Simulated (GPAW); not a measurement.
Worked example: self-consistent single point of TaCuS2 (P6_3mc, 8 atoms in the cell) in GPAW.

Level of theory: PBEsol+U, GPAW PAW datasets PBEsol (made by gpaw-setup) (plane waves; GPAW 25.7.0).

```xyz
8
Lattice="3.3711 0.0000 0.0000 -1.6855 2.9194 0.0000 0.0000 0.0000 13.3313" Properties=species:S:1:pos:R:3 pbc="T T T"
Ta     1.6855     0.9731     9.9454
Ta     0.0000     1.9463     3.2798
Cu     1.6855     0.9731    12.8490
Cu     0.0000     1.9463     6.1833
S      1.6855     0.9731     4.8842
S      0.0000     1.9463    11.5498
S      0.0000     1.9463     8.3959
S      1.6855     0.9731     1.7303
```

Reference input (self-consistent single point, DFT PBEsol, plane waves, GPAW PAW datasets PBEsol (made by gpaw-setup)): mode = pw; ecut = 850 eV; xc = PBEsol; kpts = 8 8 2; mesh shift (steps) = 0 0 0; occupations.name = fermi-dirac; occupations.width = 0.1 eV; nbands = -14; convergence.density = 1e-05 e/electron; convergence.energy = 1e-05 eV/electron; symmetry.symmorphic = false; symmetry.tolerance = 0.0005. This run's input differs from it in these lines:

```diff
@@ -20,2 +20,3 @@
             xc='PBEsol',
+            setups={'Ta': ':d,2.0'},
             kpts={'size': (8, 8, 2), 'gamma': True},
```

The program printed (abridged):

```
     iter     time        total  log10-change:
                         energy   eigst   dens
iter:   1 --:--:--   -52.212349
iter:   2 --:--:--   -51.165107   -0.75  -1.32
iter:   3 --:--:--   -50.536825   -1.73  -1.33
iter:   4 --:--:--   -49.629087   -1.11  -1.36
iter:   5 --:--:--   -49.627026   -1.73  -1.54
   [... 6 lines left out ...]
iter:  12 --:--:--   -49.587107   -4.42  -2.93
iter:  13 --:--:--   -49.589269   -3.89  -3.02
iter:  14 --:--:--   -49.587413   -4.22  -2.97
iter:  15 --:--:--   -49.587241   -5.01  -3.28
iter:  16 --:--:--   -49.587180c  -4.82  -3.35
iter:  17 --:--:--   -49.587210c  -5.61  -3.53
iter:  18 --:--:--   -49.587313c  -4.94  -3.55
iter:  19 --:--:--   -49.587264c  -6.20  -3.82
iter:  20 --:--:--   -49.587229c  -5.36  -3.84
   [... 2 lines left out ...]
iter:  23 --:--:--   -49.587213c  -7.01  -4.11
iter:  24 --:--:--   -49.587210c  -7.00  -4.21
iter:  25 --:--:--   -49.587211c  -7.37  -4.31
iter:  26 --:--:--   -49.587216c  -6.59  -4.35
iter:  27 --:--:--   -49.587217c  -7.77c -4.74
iter:  28 --:--:--   -49.587217c  -7.65c -4.78
iter:  29 --:--:--   -49.587217c  -8.85c -5.02c
Converged after 29 iterations.

Dipole moment: (-0.000000, 0.000000, 12.428633) |e|*Ang

Energy contributions relative to reference atoms: (reference = -981422.038917)

Kinetic:         +2.658512
Potential:       -9.152264
External:        +0.000000
XC:             -43.178785
Entropy (-ST):   -0.011916
Local:           +0.091277
SIC:             +0.000000
--------------------------
Free energy:    -49.593175
Extrapolated:   -49.587217

Showing only first 2 kpts
 Kpt  Band  Eigenvalues  Occupancy
  0    34      8.16799    2.00000
  0    35      9.73917    0.26259
  0    36     10.91377    0.00000
  0    37     10.91379    0.00000

  1    34      9.22858    1.92289
  1    35      9.22858    1.92289
  1    36     11.10242    0.00000
  1    37     11.10242    0.00000

Fermi level: 9.55022

No gap
   [... lines left out ...]
  2 Cu    0.00000    0.00000   -0.01763
  3 Cu   -0.00000    0.00000   -0.01763
  4 S     0.00000    0.00000    0.08066
  5 S    -0.00000    0.00000    0.08066
  6 S     0.00000    0.00000    0.00126
  7 S     0.00000   -0.00000    0.00126

Stress tensor:
     0.017992    -0.000000     0.000000
    -0.000000     0.017992     0.000000
     0.000000     0.000000     0.022666
Stress (GPa, Voigt): [ 2.8827  2.8827  3.6315  0.      0.     -0.    ]
```

The run converged in 29 iterations. GPAW prints stress with tension positive. Against the reference run the pressure goes from -4.76 to -3.13 GPa and the largest force goes from 0.204 to 0.081 eV/Å.

The starting cell comes from a database of computed structures (which also holds hypothetical and non-ambient phases and stackings), without a prior relaxation at this level. Spin polarisation is off. The U value is a test value, and with U on an open shell several self-consistent states can exist. With a pressure of about -3 GPa the cell is away from its equilibrium volume at this level.

Cost on one core of a shared machine: roughly 3 min.
